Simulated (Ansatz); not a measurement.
The cell is built on a prototype and need not be the phase stable at ambient conditions.

By r2SCAN, the system below comes out a metal.

Without scattering a metal conducts by its projected Fermi surface.

Given:

```yaml
crystal:
  lattice:
    - [3.22642, 0.00000, 0.00000]
    - [0.00000, 5.36581, 0.00000]
    - [1.61321, 0.00000, 2.79416]
  atoms:
    - { symbol: B, position: [0.00000, 0.00000, 0.00000] }
    - { symbol: B, position: [0.00000, 0.50000, 0.00000] }
    - { symbol: As, position: [0.33333, 0.75000, 0.33333] }
    - { symbol: As, position: [0.66667, 0.25000, 0.66667] }
```

Space group of this cell: P6_3/mmc, NiAs type. The cell was relaxed by PBE-D3(BJ); by r2SCAN its mean pressure is 3.9 GPa.

The current flows along the normal of the first two printed cell vectors. No spin-orbit coupling; the value is a mean over 0.1 eV about the Fermi level.

Give the ballistic conductance per area that r2SCAN (Ansatz, a program for electronic structure) yields.

1.0 × 10¹⁵ S/m² for both spins.
